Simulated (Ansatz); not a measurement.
Ansatz (an electronic-structure program), DFT, PBE0, plane waves, its default PAW files: fluorite CaF2, atoms displaced (Ca32F64), 96 atoms. Basis and mesh were picked for this test and aren't claimed converged.

Ansatz 0.2 input:
```yaml
crystal:
  lattice:
    - [10.926, 0.0, 0.0]
    - [0.0, 10.926, 0.0]
    - [0.0, 0.0, 10.926]
  atoms:
    - { symbol: Ca, position: [0.000563, 0.003804, 0.000814] }
    - { symbol: Ca, position: [0.001538, 0.253175, 0.251163] }
    - { symbol: Ca, position: [0.248467, 0.99859, 0.250287] }
    - { symbol: Ca, position: [0.251761, 0.251821, 0.000819] }
    - { symbol: Ca, position: [0.997459, 0.998958, 0.498803] }
    - { symbol: Ca, position: [0.999775, 0.254528, 0.753762] }
    - { symbol: Ca, position: [0.250394, 0.998832, 0.749419] }
... (86 lines of coordinates left out) ...
    - { symbol: F, position: [0.627562, 0.875501, 0.627796] }
    - { symbol: F, position: [0.876205, 0.873654, 0.626896] }
    - { symbol: F, position: [0.625743, 0.628712, 0.877244] }
kpoints:
  mp_grid: { grid: [1, 1, 1] }
hamiltonian:
  xc: pbe0
  pseudopotentials: { kind: paw }
scf:
  occupations: { method: fixed }
  exx: { build: pair_densities, ecutfock_ratio: 4 }
output:
  forces: true
```

```bash
OMP_NUM_THREADS=88 ANSATZ_TIMINGS=1 ansatz run --backend cpu --threads 88 --max-ram 200GiB --events-out run.ndjson --runs-dir run.runs --progress --plain run.yaml
```

The program reports k-points after symmetry: 1, bands at the start: 480, electrons: 768, plane waves at Γ: 25533, cutoff (eV): 420, FFT grid: 75×75×75, symmetry operations: 1.

Machine: one whole node, Intel Xeon 6 (Granite Rapids), 96 cores on 1 socket, 2 hardware threads a core, 3 L3 cache groups, 3 NUMA nodes.

On 88 threads this takes 29 s. Each time is the median wall time of two to five repeats, run one at a time on the otherwise empty machine; start-up is included. Unless noted, each process is bound to its own block of adjacent cores. The build: release build for x86-64 with AVX-512, one process with threads; another build can shift the numbers. Scratch files lie in a memory file system.

Question: What should be changed to get the same answer (within 1.0 meV/atom in energy, 10 meV/Å in forces (largest component)) sooner? Keep to 88 cores.

Answer: One answer among several that fit: going from scf.exx.build = pair_densities, scf.exx.ecutfock_ratio = 4 to scf.exx.build = auto_tight, scf.exx.ecutfock_ratio = not set, one of the fastest of the measured ones that keep the result.

```diff
-  exx: { build: pair_densities, ecutfock_ratio: 4 }
+  exx: { build: auto_tight }
```

Time: 29 s to 21 s (1.4× as fast). These two results differ by: energy under 0.001 meV/atom, forces (largest component) 0.0057 meV/Å. Others tried: scf.exx.energy_threshold = 0.001 eV, scf.exx.build = auto (default), scf.exx.ecutfock_ratio = not set (19 s); scf.exx.build = auto (default), scf.exx.warmup_dr2_ratio = 0.1, scf.exx.ecutfock_ratio = not set (21 s); scf.exx.build = auto (default), scf.exx.ecutfock_ratio = not set (21 s); scf.exx.energy_threshold = 1e-07 eV, scf.exx.build = auto (default), scf.exx.ecutfock_ratio = not set (24 s); scf.exx.build = pair_densities, scf.exx.ecutfock_ratio = not set (29 s). 5 planned settings were not run, for want of time.
